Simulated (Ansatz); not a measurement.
Worked calculations on one periodic cell of amorphous hafnium silicate (Hf₁₈O₃₈Si): Hf18O38Si, 57 atoms, volume 755.2 Å³, made by a melt-quench on the CHGNet potential and relaxed with DFT. O atoms were pushed apart under 1.9 Å during the dynamics, to hinder bonds among them. It is a model cell: composition and starting density were chosen by hand, and all elements were melted together. Cycles of charging were run to anneal it. Method: PBE, scalar-relativistic without spin-orbit coupling (plane waves to 420 eV, PAW; Ansatz, a program for electronic structure). Sampling: a 2×2×2 Γ-centred mesh; Fermi-Dirac width 0.02 eV; no spin polarisation. Its volume was relaxed, its shape was free, and it stands at a mean pressure of 0.1 GPa with stress components up to 0.2 GPa; the relaxation ran on the zone centre alone. Its density went from a set 8.61 to 8.46 g/cm³. The cell is small and was quenched far faster than a real film, so it is one sample of the glass.

Count formal charges (Hf +4, O -2, Si +4). What does the count lead one to expect at the Fermi level, and what does the calculation give?

18 × (+4) + 38 × (-2) + 1 × (+4) = 0. The charges balance, so the anion-derived valence states can be full and a gap can open. On this mesh the highest filled and lowest empty level lie 4.07 eV apart, the PBE gap of this cell, with a localised state at one edge or both.

Four energies for an added electron at PBE on the zone centre alone (charged cells in a uniform background, spin-polarised): neutral at the neutral geometry -305289.266 eV; charged at the neutral geometry -305275.112 eV; charged and relaxed -305275.325 eV; neutral at the charged geometry -305288.571 eV.

Find the two relaxation energies and their sum, the reorganisation energy.

On charging: -305275.112 − (-305275.325) = 0.213 eV. On discharging: -305288.571 − (-305289.266) = 0.695 eV. The sum is 0.908 eV. The carrier's level spreads over 8 of the 57 atoms' worth, so it counts as partly localised, most on one Hf atom with neighbours O 2.03 Å, O 2.07 Å, O 2.09 Å, O 2.09 Å, O 2.10 Å, O 2.19 Å (neutral geometry). The values are uncorrected: the image energy of a point charge in this cell, 2.84 × 14.40 / (2 × 9.1) = 2.2 eV before screening, is screened by electrons alone at the fixed geometry and by ions too after relaxing, and the carrier can be spread before it relaxes, so each term can be off by up to that value times 1/ε∞, some tenths of an eV. PBE's self-interaction favours spread-out carriers, so a hybrid can localise more.

Four energies for a hole at PBE on the zone centre alone (charged cells in a uniform background, spin-polarised): neutral at the neutral geometry -305289.266 eV; charged at the neutral geometry -305299.244 eV; charged and relaxed -305299.342 eV; neutral at the charged geometry -305289.103 eV.

Find the two relaxation energies and their sum, the reorganisation energy.

On charging: -305299.244 − (-305299.342) = 0.098 eV. On discharging: -305289.103 − (-305289.266) = 0.163 eV. The sum is 0.261 eV. The carrier's level spreads over 11 of the 57 atoms' worth, so it counts as partly localised, most on one O atom with neighbours Si 1.67 Å, Hf 2.07 Å (neutral geometry). The values are uncorrected: the image energy of a point charge in this cell, 2.84 × 14.40 / (2 × 9.1) = 2.2 eV before screening, is screened by electrons alone at the fixed geometry and by ions too after relaxing, and the carrier can be spread before it relaxes, so each term can be off by up to that value times 1/ε∞, some tenths of an eV. PBE's self-interaction favours spread-out carriers, so a hybrid can localise more.
